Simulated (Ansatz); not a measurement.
The reference is HgTe in the zinc blende structure (space group F-43m, No. 216; a = 6.573 Å). Axes: x, y, z lie along the cube axes.

Method: r2SCAN (Ansatz, an electronic-structure program, PAW, spin-orbit coupling left out).

For the base:

- Shortest interatomic distance: 2.846 Å

One thing is altered: tensor shear ε_xy = +1.71 % (engineering shear γ = 0.0342); the atoms relax in the strained cell.

Task: What does the calculation give for the shortest interatomic distance after the change?

Result: The shortest interatomic distance falls by 0.004 Å to 2.842 Å.

Task: Predict the new valley order.

Result: The valley order (the lowest conduction-band minima on the path, energy above the VBM, named in the base's zone) comes out as Γ 0.01 eV; L along [1-1-1] 0.75 eV; L along [111] 1.03 eV.

Task: How does this affect the energy relative to the base?

Result: The energy increases by 2.6 meV/atom.

With Hg and Te present, leaving out spin-orbit coupling can change the band edges. No phonon test of stability was made. The final runs are not spin-polarised.
